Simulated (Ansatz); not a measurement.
The parent structure is NaCl in the rock salt structure (space group Fm-3m, No. 225; a = 5.601 Å). Axes: x, y, z lie along the cube axes.

Structures relaxed with PBEsol (Ansatz, an electronic-structure program; PAW; 420 eV plane waves; no spin-orbit coupling).

Base:

Simulated powder pattern, Cu Kα1, λ = 1.54056 Å (kinematic, ideal powder, no thermal factors, no anomalous dispersion; the 10 strongest lines at most, above 2 %, up to 2θ = 90°):

```
2θ (°)  I/Imax (%)    hkl
------  ----------  -----
27.56          8.1  (111)
31.93          100  (200)
45.78           66  (220)
56.90           21  (222)
66.74          9.3  (400)
75.90           25  (420)
84.70           18  (422)
```

Modification: tensile biaxial strain of 2.50 % in the plane normal to [111], as in epitaxy on a mismatched substrate; the out-of-plane cell vector and the atoms relax.

After the change:

Simulated powder pattern, Cu Kα1, λ = 1.54056 Å (kinematic, ideal powder, no thermal factors, no anomalous dispersion; the 10 strongest lines at most, above 2 %, up to 2θ = 90°):

| 2θ (°) | I/Imax (%) | hkl |
|---|---|---|
| 27.02 | 6.3 | (1 1 -1) |
| 31.64 | 100 | (200) |
| 44.60 | 35 | (2 0 -2) |
| 46.10 | 31 | (220) |
| 55.71 | 17 | (2 2 -2) |
| 66.08 | 9.3 | (400) |
| 74.01 | 13 | (4 0 -2) |
| 76.22 | 12 | (420) |
| 82.18 | 4.8 | (2 2 -4) |
| 83.26 | 9.4 | (4 2 -2) |

The indices refer to the base's conventional cell; one index is shown for lines that coincide. The space group is now R-3m (No. 166).

Whether these cells are dynamically stable was not tested.
